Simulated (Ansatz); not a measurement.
MgO under a change: biaxial strain −3.00 %, plane normal [001], relaxed out of plane

Consider MgO in the rock salt structure (space group Fm-3m, No. 225; a = 4.159 Å). Axes: x, y, z lie along the cube axes.

One thing is altered: biaxial strain −3.00 %, plane normal [001], relaxed out of plane (Cartesian); in-plane vectors clamped, the third vector and the atoms free.

Calculations: Ansatz (a program for electronic structure) LDA, no spin-orbit coupling. Γ-centred 14×14×14 mesh, Fermi–Dirac width 0.05 eV.

| quantity | base | changed | shift |
|---|---|---|---|
| volume per atom | 8.99 Å³ | 8.62 Å³ | -0.37 Å³ |
| space group | Fm-3m (No. 225) | I4/mmm (No. 139) | – |
| shortest interatomic distance | 2.080 Å | 2.017 Å | -0.0624 Å |
| energy relative to the base (free energy F) | 0 meV/atom | +21 meV/atom | +21 meV/atom |
| pressure (mean of the normal stresses, compression positive) | -0.01 GPa | 8.87 GPa | +8.88 GPa |
| band gap | 5.03 eV | 5.40 eV | +0.362 eV |
| gap character | direct at Γ | direct at Γ | – |
| electron mass | 0.36 mₑ (at Γ) | 0.35 mₑ out of plane, 0.39 mₑ in plane (at Γ) | – |
| hole mass | – | 0.38 mₑ out of plane, 2.1 mₑ in plane (at Γ) | – |
| valence-band top at Γ (three highest levels, from the VBM) | 0.00, 0.00, 0.00 eV | 0.00, -0.08, -0.08 eV | – |
| out-of-plane strain | – | +1.90 % | – |
| ratio −ε⊥/ε∥ | – | 0.63 | – |
| mean in-plane stress (compression positive) | – | +13.3 GPa | – |

Final structure (turned so that z lies along the plane normal):

```
CELL_PARAMETERS angstrom
      2.85275     0.00000     0.00000
      0.00000     2.85275     0.00000
      1.42637    -1.42637     2.11913
ATOMIC_POSITIONS crystal
  Mg 0.00000 0.00000 0.00000
  O  0.50000 0.50000 0.00000
```

Cost of the whole job for the changed cell (relaxation, final SCF and bands): about 15 core-seconds (a rough figure).

Masses are band curvatures over ±0.01 Å⁻¹ around the edge. Stability against distortions was not tested. Labels are those of the standard path for the cell's own space group.
